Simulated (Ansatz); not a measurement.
Take BP in the zinc blende structure (space group F-43m, No. 216; a = 4.537 Å) as the base. Axes: x, y, z lie along the cube axes.

The values are results of Ansatz (a program for electronic structure) r2SCAN, without spin-orbit coupling, not measurements.

For the base:

```
Quantity     Result
--------  ---------
Band gap    1.41 eV
Pressure  -0.01 GPa
```

One thing is altered: the cell is stretched by 1.29 % along z with no lateral relaxation, atoms relaxed at fixed cell.

Q: How does this affect the band gap, energy relative to the base and pressure?

A: The band gap shrinks by 0.08 eV, from 1.41 eV to 1.33 eV; the energy increases by 2.2 meV/atom; the pressure (mean of the normal stresses, compression positive) shrinks by 2.12 GPa, from -0.01 GPa to -2.13 GPa.

The cells carry an imposed strain or load. No phonon test of stability was made.
